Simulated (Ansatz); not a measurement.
Start from TiO2 in the rutile structure (space group P4_2/mnm, No. 136; a = 4.591 Å, c = 2.939 Å). Axes: x, y, z lie along a, b, c of the conventional cell.

Structures relaxed with Ansatz (a quantum-chemistry and plane-wave program) PBEsol, no SOC.

Base:

Simulated powder pattern, Cu Kα, λ = 1.54184 Å (kinematic, ideal powder, no thermal factors, no anomalous dispersion; the 10 strongest lines at most, above 2 %, up to 2θ = 90°):

| 2θ (°) | I/Imax (%) | hkl |
|---|---|---|
| 27.47 | 100 | (110) |
| 36.29 | 46 | (101) |
| 39.25 | 6.8 | (200) |
| 41.44 | 19 | (111) |
| 54.52 | 58 | (211) |
| 56.71 | 18 | (220) |
| 63.28 | 8.2 | (002) |
| 64.14 | 8.6 | (310) |
| 69.21 | 21 | (301) |
| 70.32 | 10 | (112) |

Modification: biaxial strain +2.40 %, plane normal [001], relaxed out of plane (Cartesian); in-plane vectors clamped, the third vector and the atoms free.

After the change:

Simulated powder pattern, Cu Kα, λ = 1.54184 Å (kinematic, ideal powder, no thermal factors, no anomalous dispersion; the 10 strongest lines at most, above 2 %, up to 2θ = 90°):

| 2θ (°) | d (Å) | I/Imax (%) | hkl |
|---|---|---|---|
| 26.82 | 3.324 | 100 | (110) |
| 36.42 | 2.467 | 41 | (101) |
| 41.33 | 2.185 | 18 | (111) |
| 53.87 | 1.702 | 57 | (211) |
| 55.26 | 1.662 | 18 | (220) |
| 62.47 | 1.487 | 8.5 | (310) |
| 64.28 | 1.449 | 7.2 | (002) |
| 68.01 | 1.379 | 21 | (301) |
| 70.94 | 1.328 | 9.4 | (112) |
| 89.78 | 1.092 | 7.4 | (222) |

The indices refer to the base's conventional cell; one index is shown for lines that coincide.

Whether these cells are dynamically stable was not tested. All final runs are without spin polarisation.
